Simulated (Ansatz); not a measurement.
Space group F-43m (No. 216); a = b = c = 5.603 Å, α = β = γ = 90.00°

| atom | site | symmetry | x | y | z |
|---|---|---|---|---|---|
| As | 4d | -43m | 0.7500 | 0.7500 | 0.7500 |
| Ga | 4a | -43m | 0.0000 | 0.0000 | 0.0000 |
(The calculation used a cell of 2 atoms; values per cell refer to that cell.)

The cell is fixed at its relaxed static size. Melting and transitions to other phases are not modelled. An odd repeat of the supercell leaves out some zone-boundary points, where instabilities often lie.

**Question.** Is this phase dynamically stable in the harmonic approximation, and at 300, 600 K by the stochastic self-consistent harmonic approximation in a 3×3×3 supercell, LDA density-functional theory in Ansatz (plane waves, PAW)? Give the softest mode in each case.

**Answer.** Harmonic: softest mode 56 cm⁻¹ at q = (0.00, 0.00, 0.33), so stable at the wave vectors of the supercell. 300 K: stable, softest second derivative of the free energy 54 cm⁻¹ (error under 1) at q = (0.00, 0.00, 0.33), at 0.4 GPa in this cell. 600 K: stable, softest second derivative of the free energy 53 cm⁻¹ (error under 1) at q = (0.00, 0.00, 0.33), at 0.8 GPa in this cell. The verdict is statistical, holds for these wave vectors and this fixed cell alone, and errs towards stability where frames are few. Wave vectors are fractions of the primitive cell's reciprocal vectors.

Ansatz is an electronic-structure program.
